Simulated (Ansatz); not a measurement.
Take MoSi$_{2}$ (space group I4/mmm, No. 139; a = 3.217 Å, c = 7.875 Å; relaxed with 0.1 eV smearing) as the base.

Level of theory: Kohn–Sham DFT with the PBE functional, run in Ansatz (a quantum-chemistry and plane-wave program) with PAW and 420 eV plane waves, without spin-orbit coupling.

For the base:

| Quantity | Result |
|---|---|
| Pressure | 0.0 GPa |
| Band gap | zero |

The change: the cell is scaled by 0.9800 in all directions; the atoms relax in the strained cell.

How does this affect the energy relative to the base, pressure and band gap?

The energy increases by 34 meV/atom; the pressure (mean of the normal stresses, compression positive) goes from zero to 14.2 GPa; the band gap stays zero.

Whether these cells are dynamically stable was not tested. All final runs are without spin polarisation.
